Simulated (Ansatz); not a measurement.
Defect: Be vacancy in hcp Be, neutral cell. These are PBE, PAW (plane waves to 420 eV; Ansatz, a program for electronic structure) values and carry that method's errors.

Settings: 36 host sites, the relaxed PBE lattice, a 5×5×4 k-point mesh shifted by half a step along c, smearing 0.10 eV, spin-restricted, no image-charge correction. Energies are static. Forms of the defect that were not tried may lie lower.

Barriers: single points on a 7×7×7 k-point mesh shifted by half a step along c at the bands' geometries.

The step: a nearby Be atom hops onto the vacant site. Atoms about the jump, Cartesian Å from the middle of the jump, before and after:

```tsv
atom	x0	y0	z0	x1	y1	z1
Be1	-0.56	0.98	0.00	0.56	-0.98	0.00
Be2	-1.68	-0.96	0.00	-1.68	-0.98	0.00
Be3	0.57	0.31	-1.77	0.56	0.34	-1.77
Be4	0.57	0.31	1.77	0.56	0.34	1.77
Be5	1.71	0.98	0.00	1.70	0.99	0.00
Be6	-1.67	0.32	-1.78	-1.67	0.34	-1.77
Be7	-0.54	-1.62	-1.77	-0.55	-1.60	-1.78
Be8	-1.67	0.32	1.78	-1.67	0.34	1.77
Be9	-0.54	-1.62	1.77	-0.56	-1.60	1.78
Be10	-0.55	-2.93	0.00	-0.56	-2.93	0.00
Be11	-2.82	0.98	0.00	-2.82	0.99	0.00
Be12	-0.56	2.29	-1.78	-0.56	2.27	-1.77
Be13	1.69	-1.62	-1.77	1.71	-1.63	-1.78
Be14	1.69	-1.62	1.77	1.71	-1.63	1.78
Be15	-0.56	2.29	1.78	-0.56	2.27	1.77
Be16	2.83	-0.96	0.00	2.84	-0.97	0.00
Be17	1.70	-2.94	0.00	1.70	-2.94	0.00
Be18	1.70	2.29	-1.78	1.68	2.28	-1.78
Be19	2.81	0.32	1.78	2.84	0.33	1.78
Be20	2.81	0.32	-1.78	2.84	0.33	-1.78
Be21	1.70	2.29	1.78	1.68	2.28	1.78
```

### Question
Predict the transition state.

### Answer

```json
[
 {"atom": "Be1", "x": "-0.17", "y": "-0.10", "z": "-0.01"},
 {"atom": "Be2", "x": "-1.85", "y": "-1.08", "z": "-0.01"},
 {"atom": "Be3", "x": "0.63", "y": "0.36", "z": "-1.86"},
 {"atom": "Be4", "x": "0.63", "y": "0.36", "z": "1.83"},
 {"atom": "Be5", "x": "1.70", "y": "0.98", "z": "-0.01"},
 {"atom": "Be6", "x": "-1.63", "y": "0.31", "z": "-1.75"},
 {"atom": "Be7", "x": "-0.54", "y": "-1.58", "z": "-1.75"},
 {"atom": "Be8", "x": "-1.63", "y": "0.31", "z": "1.72"},
 {"atom": "Be9", "x": "-0.54", "y": "-1.57", "z": "1.73"},
 {"atom": "Be10", "x": "-0.53", "y": "-2.92", "z": "-0.01"},
 {"atom": "Be11", "x": "-2.79", "y": "0.99", "z": "-0.01"},
 {"atom": "Be12", "x": "-0.55", "y": "2.26", "z": "-1.78"},
 {"atom": "Be13", "x": "1.69", "y": "-1.62", "z": "-1.78"},
 {"atom": "Be14", "x": "1.69", "y": "-1.62", "z": "1.76"},
 {"atom": "Be15", "x": "-0.55", "y": "2.26", "z": "1.76"},
 {"atom": "Be16", "x": "2.83", "y": "-0.98", "z": "-0.01"},
 {"atom": "Be17", "x": "1.70", "y": "-2.95", "z": "-0.01"},
 {"atom": "Be18", "x": "1.71", "y": "2.30", "z": "-1.78"},
 {"atom": "Be19", "x": "2.85", "y": "0.32", "z": "1.76"},
 {"atom": "Be20", "x": "2.85", "y": "0.32", "z": "-1.78"},
 {"atom": "Be21", "x": "1.71", "y": "2.30", "z": "1.76"}
]
```
It lies 0.74 eV above the start and 0.74 eV above the end. The program found a first-order saddle point.
